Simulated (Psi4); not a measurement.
Psi4 1.11, CCSD(T)/cc-pvdz, cc_type df, scf_type df, freeze_core True: cluster of 3 water molecules, 9 atoms. The geometry is a generated start, not checked to be a minimum at this level.

```python
memory 32 GB

molecule mol {
0 1
O      0.78465000     0.23580000     0.90321000
H      0.84165000    -0.05880000     1.81228000
H      1.38680000    -0.33643000     0.42739000
O      0.79258000     0.24282000    -2.19711000
H      0.56842000    -0.67585000    -2.34626000
H      1.58296000     0.21240000    -1.65783000
O     -2.35856000     0.17394000     0.91291000
H     -1.91893000    -0.63900000     1.16252000
H     -1.67955000     0.84512000     0.98290000
}

set {
  basis cc-pvdz
  cc_type df
  scf_type df
  freeze_core true
}

energy('ccsd(t)')
print_variables()
```

The program reports basis functions: 72.

Hardware: Intel Xeon 6 (Granite Rapids), 96 cores on 1 socket, 2 hardware threads a core, 3 L3 cache groups, 3 NUMA nodes.

Times are wall-clock medians of two to five runs, from launch to exit, with nothing else on the machine. Processes are pinned to neighbouring cores unless said otherwise. The times hold for this build (conda-forge: OpenMP (LLVM), MKL, Libint2). Scratch files lie in a memory file system.

Started as
```bash
OMP_NUM_THREADS=32 psi4 -n 32 -o stdout input.dat
```
(32 threads, cc_type = df, scf_type = df, qc_module = not set) it takes 2.3 s and 11 SCF iterations.

Q: How long does it take after this change: cc_type = conv, scf_type = pk, qc_module = fnocc?

A: About 5.1 s (3 runs within 1 %): 2.2× as long. The largest move is in the correlated step: 0.74 s to 2.1 s. What the program resolved moves too: JK builder from DiskDFJK to DiskJK. Launch, exit and the like take 1.2 s of the 2.3 s. Change in the result: energy 0.89 meV/atom.
